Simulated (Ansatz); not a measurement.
Consider interstitial F in monoclinic ZrO2, charge state -1. The step: a concerted move, in which F travels most; the atom moves 1.62 Å along (0.28, 0.06, 0.18) of the unit cell; the moving atom starts with neighbours O at 2.29, O at 2.36, O at 2.43, O at 2.45, O at 2.54, O at 2.65; Zr at 2.17, Zr at 2.30, Zr at 2.50 Å and ends with O at 2.29, O at 2.36, O at 2.43, O at 2.45, O at 2.54, O at 2.65; Zr at 2.17, Zr at 2.30, Zr at 2.50 Å. A PBE band in Ansatz (plane-wave PAW, the Γ point alone, 96 host sites, 27 SCF runs with any check of the saddle's order, static, no finite-size correction) gives a forward barrier of 0.14 eV. The saddle point's order was not checked, and it lies on a symmetry element of the cell, where a band can be held. The charge state is imposed; whether it is stable for some Fermi level was not computed. Sites that were not tried may lie lower.

Single points at the band's start and saddle point can refine it. Rough cost of one point, in units of the band's mean SCF on the same machine:

```csv
Level,Cost of one point
"PBE, a 2×2×2 k-point mesh shifted by half a step",about 8
"r2SCAN at 500 eV, the Γ point alone",about 2
```

Question: Which of these move the barrier by more than 0.1 eV, and how far does each move it?

Answer: Not one does. PBE, a 2×2×2 k-point mesh shifted by half a step: +0.01 eV; r2SCAN at 500 eV, the Γ point alone: +0.01 eV. Each functional is compared with PBE at the same k-points.

Ansatz is a program for electronic structure.
